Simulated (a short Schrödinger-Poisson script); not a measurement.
Structure: MOS inversion layer, SiO2 on p-type GaAs, at 300 K.

| layer | material | thickness (nm) | Na (cm⁻³) |
|---|---|---|---|
| 1 | SiO2 | 3.1 | - |
| 2 | GaAs | 390 | 1.6e18 |

Constants are typed, rounded textbook-type inputs, not results; the design itself was drawn at random and stands for no fabricated device. SiO2: permittivity 3.9, conduction-band edge (eV) 3.17, gap (eV) 9, electron mass (mₑ) 0.5. GaAs: permittivity 12.9, conduction-band edge (eV) 0, gap (eV) 1.424, Nv at 300 K (cm⁻³) 9e18.

Channel valleys (confinement mass, in-plane density-of-states mass, number): Γ 0.067, 0.067, 1. At the gate the conduction-band edge of layer 1 lies 3.33 eV − eVg above the Fermi level of the channel; the field vanishes at the back. Gaps are held at their typed values at every temperature. Mesh 0.03 nm at interfaces.

From a short Schrödinger-Poisson script (our own, NumPy): 1D Poisson equation in equilibrium, electrons quantum, Hartree (BenDaniel-Duke, 12 states a valley, the channel's in-plane mass for all, wave functions free to enter the dielectric), parabolic valleys, classical holes, full ionisation, no traps, pinning or gate leakage.

At Vg = 2.4 V the centroid of the electrons lies 1.84 nm from the interface.

Estimate the gate capacitance as the dielectric in series with that distance, and compare.

The dielectric alone has 1.11 μF/cm²; in series with 1.84 nm of the channel's permittivity, 0.945 μF/cm²; the run gives 0.830 μF/cm². The estimate leaves out the density-of-states capacitance and the centroid's move with voltage. Above a few 1e12 electrons/cm² a light Γ valley is non-parabolic and upper valleys begin to fill, which the model leaves out.
